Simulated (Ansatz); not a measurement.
## Pressure series in ZnSiP2

Consider ZnSiP₂ in the chalcopyrite structure (space group I-42d, No. 122; a = 5.4187 Å, c = 10.5394 Å).

Cell and atoms are relaxed at each pressure.

Method: PBE (Ansatz, a first-principles code, PAW, without spin-orbit coupling).

Before the change:

```
Quantity    Value
--------  -------
Band gap  1.36 eV
```

Q: The aim is a band gap between 0.94 eV and 1.01 eV. Which of these changes reaches it?
A) pressure 45 GPa
B) pressure 30 GPa
C) pressure −2 GPa
D) pressure 18 GPa
E) pressure 60 GPa

A: D, pressure 18 GPa. It gives 0.97 eV; pressure 45 GPa gives 0.52 eV; pressure 60 GPa gives 0.28 eV; pressure −2 GPa gives 1.41 eV; pressure 30 GPa gives 0.76 eV. Changes not listed may reach it too

Load acts through the strain it causes; cell and atoms are relaxed under it. Stability against distortions was not tested. No other phases were tried under pressure. The zero or small gap of ZnSiP2 under pressure 60 GPa can change with the level of theory.
